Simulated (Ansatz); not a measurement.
**GaP under a change: isotropic strain −1.18 %**

The parent structure is GaP in the zinc blende structure (space group F-43m, No. 216; a = 5.451 Å).

Now apply this change: every lattice vector is shortened by 1.18 %; the atoms relax in the strained cell.

Method: r2SCAN/PAW in Ansatz (a first-principles code), spin-orbit coupling left out. k-mesh 10×10×10 (Γ-centred); smearing 0.05 eV (Fermi–Dirac).

```tsv
quantity	base	changed	shift
energy relative to the base (free energy F)	0 meV/atom	+7.2 meV/atom	+7.2 meV/atom
pressure	0.0 kbar	33.8 kbar	+33.8 kbar
band gap	1.85 eV	1.78 eV	-0.064 eV
gap character	indirect, Γ → Γ–X (87 % along)	indirect, Γ → Γ–X (87 % along)	–
mean gap deformation potential ΔEg/Δln V	–	+1.8 eV	–
electron mass	1.1 mₑ along k, 0.23 mₑ across (off the special points)	1.1 mₑ along k, 0.22 mₑ across (off the special points)	–
hole mass (degenerate bands, along [100])	0.13, 0.37, 0.37 mₑ (at Γ)	0.14, 0.35, 0.35 mₑ (at Γ)	–
valley order (the lowest conduction-band minima on the path, energy above the VBM, named in the base's zone)	a point along ⟨100⟩, about 1.0 Å⁻¹ from Γ 1.85 eV; L along ⟨111⟩ 2.04 eV; Γ 2.36 eV	a point along ⟨100⟩, about 1.0 Å⁻¹ from Γ 1.78 eV; L along ⟨111⟩ 2.16 eV; Γ 2.68 eV	–
```

Final structure:

```
CELL_PARAMETERS angstrom
      0.00000     2.69352     2.69352
      2.69352     0.00000     2.69352
      2.69352     2.69352     0.00000
ATOMIC_POSITIONS crystal
  P  0.75000 0.75000 0.75000
  Ga 0.00000 0.00000 0.00000
```

Cost of the whole job for the changed cell (relaxation, final SCF and bands): roughly 30 core-seconds.

Masses are band curvatures over ±0.01 Å⁻¹ around the edge. Along k means along the line from Γ to the band edge. No phonon test of stability was made.
